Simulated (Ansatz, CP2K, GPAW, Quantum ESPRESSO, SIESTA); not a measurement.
**One structure in several programs: CaSiAu (P1, 3 atoms in the cell)**

Self-consistent single point, at a second geometry (atoms moved at random). First geometry:

```yaml
crystal:
  lattice:
    - [4.32759, 0.00000, 0.00000]
    - [-2.16379, 3.74780, 0.00000]
    - [0.00000, 0.00000, 3.94250]
  atoms:
    - { symbol: Ca, position: [0.00000, 0.00000, 0.00000] }
    - { symbol: Si, position: [0.66667, 0.33333, 0.50000] }
    - { symbol: Au, position: [0.33333, 0.66667, 0.50000] }
```

Second geometry:
```
CELL_PARAMETERS angstrom
      4.32759     0.00000     0.00000
     -2.16379     3.74780     0.00000
      0.00000     0.00000     3.94250
ATOMIC_POSITIONS crystal
  Ca 0.99435 0.99685 0.01071
  Si 0.67234 0.33731 0.50004
  Au 0.33331 0.66584 0.48925
```

Shared settings, as Ansatz (a quantum-chemistry and plane-wave program) writes them: kpoints.mp_grid.grid = 6 6 6; scf.occupations.method = gaussian; scf.occupations.width = 0.136 eV. Potentials and cutoffs stand in the table.

```tsv
code	model	ΔF from the first geometry (meV/atom)	pressure (GPa)	largest force (eV/Å)	cutoff
GPAW	PBEsol, GPAW PAW datasets PBEsol (made by gpaw-setup)	4.4	-1.33	0.264	550 eV
Ansatz	PBEsol, PAW files made with PBE	4.3	-1.98	0.253	default
Quantum ESPRESSO	PBEsol, PseudoDojo standard norm-conserving (PBESOL) pseudopotentials	4.3	-2.03	0.252	80 Ry
CP2K	PBEsol, GPW, DZVP-MOLOPT-SR-GTH basis, GTH-PBE potentials (GTH_POTENTIALS)	4.7	0.23	0.285	grid 500 Ry
SIESTA	GGA PBEsol, numerical atomic orbitals TZP, PseudoDojo PBEsol standard norm-conserving potentials (rewritten from UPF to PSML)	6.7	2.28	0.427	grid 350 Ry
```

Size of the force on each atom (eV/Å): Sizes of forces hide their directions.

```csv
code,Ca1,Si2,Au3
GPAW,0.264,0.210,0.255
Ansatz,0.253,0.198,0.247
Quantum ESPRESSO,0.252,0.198,0.247
CP2K,0.285,0.221,0.256
SIESTA,0.427,0.250,0.358
```

On Ansatz's run: spin-orbit coupling is off.

The spread over the programs that give each value: ΔF from the first geometry within 2.4 meV/atom; pressure within 4.31 GPa; largest force within 0.175 eV/Å.

CP2K and SIESTA use small atom-centred bases, whose incompleteness enters pressures, forces and empty levels differently from a plane-wave cutoff. Ansatz's pressure is given at a fixed set of plane waves, as the other plane-wave codes print theirs. In the pressure, CP2K (by 2.21) and SIESTA (by 4.27) lie more than 1 GPa from the median of the plane-wave programs. In the force vectors, SIESTA (by 0.175) lies more than 0.08 eV/Å from the median of the plane-wave programs.

The starting cell comes from a database of computed structures (which also holds hypothetical and non-ambient phases and stackings), without a prior relaxation at this level. For this run, on top of that: atoms moved at random.

Keys are those of Ansatz 0.2.
